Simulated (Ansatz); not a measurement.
Electronic density of states of amorphous germanium (Ge₄₈), density 5.27 g/cm³, on a 2×2×2 Γ-centred mesh with a Gaussian width of 0.1 eV; energies count from the Fermi level. Cell and mesh are small, so fine structure isn't converged. Calculation: PBE, scalar-relativistic without spin-orbit coupling (plane waves to 420 eV, PAW; Ansatz, a quantum-chemistry and plane-wave program). Sampling: a 2×2×2 Γ-centred mesh; Fermi-Dirac width 0.05 eV; no spin polarisation. The levels at the Fermi energy are partly filled. A closed spacing in one fast-quenched cell at PBE doesn't show the material to be a metal.

Preparation: random packing, a CHGNet melt and quench, and a DFT relaxation. The hot cell started wider than the set density and was brought back towards it in steps. It is the lowest in DFT energy of 4 quenches. It is a model cell: composition and starting density were chosen by hand, and all elements were melted together. No dispersion term was used. A short ab initio anneal came between quench and relaxation. Its density started from a set value of 4.87 and ended at 5.27 g/cm³. Cooling (nominally 19 K/ps over its main leg) ran many orders faster than in experiment, which tends to leave more defects and strain. One small periodic cell is one sample of the glass; other quenches scatter about these values. The volume was free in the relaxation, at fixed shape. Stress components on the final sampling reach 1.2 GPa. On a 2×2×2 Γ-centred mesh force components of up to 0.29 eV/Å stay, since the relaxation ran on one k-point at (1/4, 1/4, 1/4).

(E - EF (eV), states/(eV atom)): (-12.00, 0.17); (-11.90, 0.13); (-11.80, 0.13); (-11.70, 0.17); (-11.60, 0.16); (-11.50, 0.11); (-11.40, 0.09); (-11.30, 0.16); (-11.20, 0.25); (-11.10, 0.27); (-11.00, 0.30); (-10.90, 0.35); (-10.80, 0.31); (-10.70, 0.27); (-10.60, 0.28); (-10.50, 0.24); (-10.40, 0.21); (-10.30, 0.21); (-10.20, 0.27); (-10.10, 0.22); (-10.00, 0.23); (-9.90, 0.33); (-9.80, 0.41); (-9.70, 0.46); (-9.60, 0.39); (-9.50, 0.35); (-9.40, 0.34); (-9.30, 0.31); (-9.20, 0.32); (-9.10, 0.25); (-9.00, 0.27); (-8.90, 0.24); (-8.80, 0.30); (-8.70, 0.40); (-8.60, 0.34); (-8.50, 0.29); (-8.40, 0.32); (-8.30, 0.30); (-8.20, 0.26); (-8.10, 0.25); (-8.00, 0.27); (-7.90, 0.28); (-7.80, 0.30); (-7.70, 0.28); (-7.60, 0.26); (-7.50, 0.25); (-7.40, 0.27); (-7.30, 0.33); (-7.20, 0.33); (-7.10, 0.32); (-7.00, 0.28); (-6.90, 0.26); (-6.80, 0.28); (-6.70, 0.29); (-6.60, 0.34); (-6.50, 0.40); (-6.40, 0.29); (-6.30, 0.19); (-6.20, 0.26); (-6.10, 0.26); (-6.00, 0.20); (-5.90, 0.22); (-5.80, 0.25); (-5.70, 0.25); (-5.60, 0.26); (-5.50, 0.20); (-5.40, 0.18); (-5.30, 0.24); (-5.20, 0.27); (-5.10, 0.21); (-5.00, 0.21); (-4.90, 0.23); (-4.80, 0.18); (-4.70, 0.14); (-4.60, 0.06); (-4.50, 0.03); (-4.40, 0.04); (-4.30, 0.11); (-4.20, 0.24); (-4.10, 0.27); (-4.00, 0.28); (-3.90, 0.33); (-3.80, 0.40); (-3.70, 0.50); (-3.60, 0.50); (-3.50, 0.45); (-3.40, 0.47); (-3.30, 0.44); (-3.20, 0.52); (-3.10, 0.58); (-3.00, 0.49); (-2.90, 0.46); (-2.80, 0.49); (-2.70, 0.55); (-2.60, 0.61); (-2.50, 0.64); (-2.40, 0.56); (-2.30, 0.48); (-2.20, 0.53); (-2.10, 0.61); (-2.00, 0.62); (-1.90, 0.59); (-1.80, 0.59); (-1.70, 0.53); (-1.60, 0.58); (-1.50, 0.57); (-1.40, 0.48); (-1.30, 0.51); (-1.20, 0.52); (-1.10, 0.53); (-1.00, 0.53); (-0.90, 0.45); (-0.80, 0.46); (-0.70, 0.43); (-0.60, 0.36); (-0.50, 0.33); (-0.40, 0.32); (-0.30, 0.33); (-0.20, 0.29); (-0.10, 0.29); (0.00, 0.36); (0.10, 0.37); (0.20, 0.30); (0.30, 0.33); (0.40, 0.41); (0.50, 0.41); (0.60, 0.44); (0.70, 0.47); (0.80, 0.41); (0.90, 0.43); (1.00, 0.42); (1.10, 0.40); (1.20, 0.42); (1.30, 0.42); (1.40, 0.52); (1.50, 0.53); (1.60, 0.50); (1.70, 0.53); (1.80, 0.54); (1.90, 0.49); (2.00, 0.45); (2.10, 0.52); (2.20, 0.54); (2.30, 0.58); (2.40, 0.57); (2.50, 0.55); (2.60, 0.55); (2.70, 0.54); (2.80, 0.53); (2.90, 0.55); (3.00, 0.58); (3.10, 0.54); (3.20, 0.55); (3.30, 0.56); (3.40, 0.55); (3.50, 0.60); (3.60, 0.59); (3.70, 0.61); (3.80, 0.66); (3.90, 0.56); (4.00, 0.53)
